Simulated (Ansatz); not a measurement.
ZrB2: energy against strain

ZrB2 (AlB2 type, P6/mmm, 10.284 Å³/atom at rest, c along z) under a strain ε along c (axis z), the other axes held. PBE in Ansatz, a plane-wave DFT program (PAW, default set), 420 eV, 21×21×16 Γ-centred mesh, Fermi-Dirac smearing 0.10 eV; ions are relaxed within the symmetry of each cell.

Here s stands for strain and y for E less E0.

```csv
strain (%),E less E0 (meV/atom)
-3.00,?
-1.50,3.19
-1.00,1.40
-0.50,0.34
0.00,0.00
0.50,0.35
1.00,1.37
1.50,3.05
```

**Question.** Using a parabola, estimate the missing y at s = -3.00 from the other rows, showing the fit.

**Answer.** Least squares gives y = -0.001 - 0.0336·s + 1.3871·s². Residuals (row less fit): 0.020, -0.020, -0.023, 0.001, 0.021, 0.018, -0.020; standard error 0.025 (degrees of freedom: 4). Twice the quadratic coefficient over the volume, 2 × 1.3871 meV × 10⁴ × 0.1602 / 10.284 Å³, is the elastic constant C33 = 432 ± 3 GPa. At the withheld row, y = -0.001 - 0.0336 × (-3.0) + 1.3871 × (-3.0)² = 12.584 meV/atom. The calculation gives 13.15 meV/atom, 0.566 meV/atom above the prediction (4.3 % of the range of y in the table). The row lies outside the fitted rows, so this is an extrapolation. From the scatter of the fitted rows alone, a prediction at this place has a standard error of 0.094 meV/atom, so the miss is 6.0 times that.

One order more, fitted to all 13 runs of the series, follows each within 0.01, so the miss is the next term of a smooth law. In a metal these values are sensitive to mesh and smearing; energies are taken to zero smearing, stresses follow the free energy. Rows are the converged runs of the series near zero and its far end; series whose fitted rows scatter by over a few per cent of the range, as at a crossing or softening among them, aren't shown in this form. Most that stay on the fit to the last digits aren't either.
